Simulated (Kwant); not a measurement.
Device: wire with on-site disorder in a CdTe two-dimensional gas. Effective mass 0.096 mₑ, grid spacing 5 nm, hard walls, nominal width 80 nm (15 grid rows, so walls 80 nm apart), one parabolic valley, scattering region 320 nm long along x; energies count from the band bottom; Fermi energy swept from 0.00030601 to 0.011375 eV. On-site energies in the scattering region are random, uniform within ±W/2, W = 0.055 eV, averaged over 12 samples.

The device is made up for the run: typed textbook-type constants, with dimensions and the other settings drawn at random.

Kwant, effective-mass tight-binding model on a square grid, one spin, coherent transport at 0 K. Conductance is in e²/h.

Problem. How many channels do the leads carry at E = 4.16, 8.01 meV?

Solution. The hard-wall thresholds are n² ħ²π²/(2mW²) = n² × 0.612 meV with W = 80 nm. √(4.16/0.612) = 2.61, so 2. √(8.01/0.612) = 3.62, so 3.
